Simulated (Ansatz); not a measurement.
The starting structures come from a database of crystals and need not be the phases stable at ambient conditions.

# Evanescent states of KRb$_{2}$GaF$_{6}$ (Fm-3m, not sure to be the ambient phase, 10 atoms a cell, 16.8 Å³ an atom) along the normal of (001)

Method: r2SCAN (plane waves, PAW; Ansatz, a quantum-chemistry and plane-wave program).

The gap is the functional's own. No spin-orbit coupling. Mid-gap values are interpolated on the energy grid.

Energies count from the valence-band top; κ is the least over a 6×6 mesh across the current.

| E (eV) | κ (1/Å) | where |
|---|---|---|
| 0.16 | 0.318 | off Γ |
| 0.48 | 0.410 | off Γ |
| 0.80 | 0.472 | off Γ |
| 1.12 | 0.522 | off Γ |
| 1.44 | 0.554 | Γ |
| 1.76 | 0.563 | Γ |
| 2.08 | 0.567 | Γ |
| 2.40 | 0.567 | Γ |
| 2.72 | 0.564 | Γ |
| 3.04 | 0.558 | Γ |
| 3.36 | 0.549 | Γ |
| 3.68 | 0.538 | Γ |
| 4.00 | 0.524 | Γ |
| 4.32 | 0.508 | Γ |
| 4.64 | 0.489 | Γ |
| 4.96 | 0.466 | Γ |
| 5.28 | 0.440 | Γ |
| 5.60 | 0.410 | Γ |
| 5.92 | 0.373 | Γ |
| 6.24 | 0.329 | Γ |
| 6.56 | 0.272 | Γ |
| 6.88 | 0.192 | Γ |

**Question.** How thick must the barrier be to attenuate the transmission by 10^6 when the electrodes' Fermi level lies at 2.08 eV, and what attenuation does that film give at 0.16 eV?

**Answer.** d = 6 ln 10 / (2 × 0.567) = 12.2 Å. At 0.16 eV it gives 6 × 0.318/0.567 = 3.4 decades.
